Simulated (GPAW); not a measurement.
Worked example: self-consistent single point of CaMg₂ (P1, 6 atoms in the cell) in GPAW.

Level of theory: PBEsol, GPAW PAW datasets PBEsol (made by gpaw-setup) (plane waves; GPAW).

The change in words: atoms moved at random. Reference geometry:
```yaml
crystal:
  lattice:
    - [3.47284, 0.00000, 0.00000]
    - [-1.73642, 3.00757, 0.00000]
    - [0.00000, 0.00000, 16.63600]
  atoms:
    - { symbol: Ca, position: [0.00000, 0.00000, 0.32739] }
    - { symbol: Ca, position: [0.00000, 0.00000, 0.67261] }
    - { symbol: Mg, position: [0.00000, 0.00000, 0.00000] }
    - { symbol: Mg, position: [0.66667, 0.33333, 0.15500] }
    - { symbol: Mg, position: [0.66667, 0.33333, 0.84500] }
    - { symbol: Mg, position: [0.66667, 0.33333, 0.50000] }
```

Reference input (self-consistent single point, DFT PBEsol, plane waves, GPAW PAW datasets PBEsol (made by gpaw-setup)): mode = pw; ecut = 800 eV; xc = PBEsol; kpts = 8 8 2; mesh shift (steps) = 0 0 0; occupations.name = fermi-dirac; occupations.width = 0.1 eV; nbands = -10; symmetry.symmorphic = false; symmetry.tolerance = 0.0005; maxiter = 120. This run's input differs from it in these lines:

```diff
@@ -8,8 +8,8 @@
                     [0.000000, 0.000000, 16.636002]],
-              positions=[[0.000000, 0.000000, 5.446461],
-                         [0.000000, 0.000000, 11.189541],
-                         [0.000000, 0.000000, 0.000000],
-                         [1.736422, 1.002522, 2.578580],
-                         [1.736422, 1.002522, 14.057422],
-                         [1.736422, 1.002522, 8.318001]],
+              positions=[[-0.022374, 0.055595, 5.484457],
+                         [-0.003959, 0.012493, 11.141264],
+                         [0.030660, 0.016340, -0.049292],
+                         [1.631063, 0.978702, 2.570462],
+                         [1.808438, 0.960428, 14.105067],
+                         [1.765443, 0.984004, 8.338047]],
               pbc=True)
```

Log, with long lists cut:

```
     iter     time        total  log10-change:
                         energy   eigst   dens
iter:   1 --:--:--   -10.777916
iter:   2 --:--:--   -11.269766   -0.20  -1.53
iter:   3 --:--:--   -11.391913   -0.70  -1.59
iter:   4 --:--:--   -11.375845   -1.49  -1.62
iter:   5 --:--:--   -11.398515c  -2.17  -1.73
iter:   6 --:--:--   -11.389287c  -2.81  -1.79
iter:   7 --:--:--   -11.378167c  -2.66  -1.90
iter:   8 --:--:--   -11.372977c  -3.55  -2.33
iter:   9 --:--:--   -11.369092c  -3.84  -2.47
   [... 4 lines left out ...]
iter:  14 --:--:--   -11.366757c  -5.87  -3.31
iter:  15 --:--:--   -11.366831c  -5.64  -3.46
iter:  16 --:--:--   -11.366790c  -6.92  -3.79
iter:  17 --:--:--   -11.366766c  -6.81  -3.86
iter:  18 --:--:--   -11.366764c  -7.63c -3.88
iter:  19 --:--:--   -11.366777c  -6.90  -3.90
iter:  20 --:--:--   -11.366773c  -7.03  -3.96
iter:  21 --:--:--   -11.366770c  -7.33  -4.25c
iter:  22 --:--:--   -11.366770c  -7.88c -4.37c
Converged after 22 iterations.

Dipole moment: (4.863885, -4.256584, 2.786432) |e|*Ang

Energy contributions relative to reference atoms: (reference = -58725.846484)

Kinetic:         -7.335060
Potential:      +16.982973
External:        +0.000000
XC:             -19.676643
Entropy (-ST):   -0.133460
Local:           -1.271310
SIC:             +0.000000
--------------------------
Free energy:    -11.433501
Extrapolated:   -11.366770

Showing only first 2 kpts
 Kpt  Band  Eigenvalues  Occupancy
  0    28      0.22251    2.00000
  0    29      2.36049    1.99988
  0    30      2.59963    1.99865
  0    31      4.35359    0.00007

  1    28      1.22794    2.00000
  1    29      1.23952    2.00000
  1    30      3.46960    0.39685
  1    31      3.94996    0.00405

Fermi level: 3.32998

No gap
   [... lines left out ...]
  1 Ca    0.03234   -0.02592    0.17091
  2 Mg   -0.02264   -0.03747    0.15070
  3 Mg    0.06772    0.03626   -0.01319
  4 Mg   -0.04000    0.03607   -0.16987
  5 Mg   -0.03092    0.03350   -0.05277

Stress tensor:
    -0.002205     0.000212    -0.000058
     0.000212     0.000371    -0.000001
    -0.000058    -0.000001     0.008962
Stress (GPa, Voigt): [-3.5330e-01  5.9400e-02  1.4358e+00 -1.0000e-04 -9.3000e-03  3.3900e-02]
```

The run converged in 22 iterations. GPAW prints stress with tension positive. Against the reference run the free energy rises by 3.7 meV/atom, the pressure hardly changes (-0.42 to -0.38 GPa) and the largest force goes from 0.033 to 0.178 eV/Å.

The starting cell comes from a database of computed structures (which also holds hypothetical and non-ambient phases and stackings), without a prior relaxation at this level. Its lattice was rescaled by a random factor within 2.5 % of one. For this run, on top of that: atoms moved at random.

Cost on one core of a shared machine: roughly 6 min.
